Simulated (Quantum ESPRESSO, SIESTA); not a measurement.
A Quantum ESPRESSO input for a self-consistent single point of BaSn (P1, 4 atoms in the cell) (DFT, PBEsol, plane waves, GBRV 1.5 ultrasoft (PBESOL) pseudopotentials):

```fortran
&control
 calculation = 'scf',
 prefix = 'scf',
 outdir = './tmp/',
 pseudo_dir = './',
 tprnfor = .true.,
 tstress = .true.,
/
&system
 ibrav = 0,
 nat = 4,
 ntyp = 2,
 ecutwfc = 40,
 ecutrho = 200,
 occupations = 'smearing',
 smearing = 'fd',
 degauss = 0.0036749,
/
&electrons
 conv_thr = 1e-10,
/
ATOMIC_SPECIES
Ba   137.3270  ba_pbesol_v1.uspp.F.UPF
Sn   118.7100  sn_pbesol_v1.4.uspp.F.UPF
CELL_PARAMETERS angstrom
   2.68306500    -6.36291000     0.00000000
   2.68306500     6.36291000     0.00000000
   0.00000000     0.00000000     4.71514000
ATOMIC_POSITIONS crystal
Ba    0.13969000    0.87009200    0.24526300
Ba    0.86720200    0.12813700    0.73864200
Sn    0.42692400    0.57523400    0.25410700
Sn    0.56618300    0.42653700    0.76198800
K_POINTS automatic
5 5 5  0 0 0
```

**Question.** Give the SIESTA input for the same structure, mesh, smearing and functional.

**Answer.** This is the input that was run; spellings and numerical settings could be chosen otherwise.

```
# files in the folder: Ba.psml Sn.psml (PseudoDojo PBEsol standard)
SystemName  BaSn
SystemLabel siesta

NumberOfAtoms                4
NumberOfSpecies              2
%block ChemicalSpeciesLabel
  1 56 Ba
  2 50 Sn
%endblock ChemicalSpeciesLabel
LatticeConstant              1.0 Ang
%block LatticeVectors
     2.683065000   -6.362910000    0.000000000
     2.683065000    6.362910000    0.000000000
     0.000000000    0.000000000    4.715140000
%endblock LatticeVectors
AtomicCoordinatesFormat      Fractional
%block AtomicCoordinatesAndAtomicSpecies
     0.139690000    0.870092000    0.245263000  1
     0.867202000    0.128137000    0.738642000  1
     0.426924000    0.575234000    0.254107000  2
     0.566183000    0.426537000    0.761988000  2
%endblock AtomicCoordinatesAndAtomicSpecies

XC.functional                GGA
XC.authors                   PBEsol
PAO.BasisSize                TZP
PAO.EnergyShift              0.01 Ry
MeshCutoff                   400 Ry
%block kgrid.MonkhorstPack
    5   0   0  0.0
    0   5   0  0.0
    0   0   5  0.0
%endblock kgrid.MonkhorstPack
OccupationFunction           FD
ElectronicTemperature        50.0 meV

MaxSCFIterations             150
SCF.Mixer.Method             Pulay
SCF.Mixer.Weight             0.25
SCF.Mixer.History            6
SCF.DM.Tolerance             1.0E-04
Diag.ParallelOverK           true
WriteForces                  true
```

Basis settings and potentials, where a program has them, do not carry over. This input uses DFT, GGA PBEsol, numerical atomic orbitals TZP, PseudoDojo PBEsol standard norm-conserving potentials (rewritten from UPF to PSML).

The starting cell comes from a database of computed structures (which also holds hypothetical and non-ambient phases and stackings), without a prior relaxation at this level. For this run, on top of that: atoms moved at random.
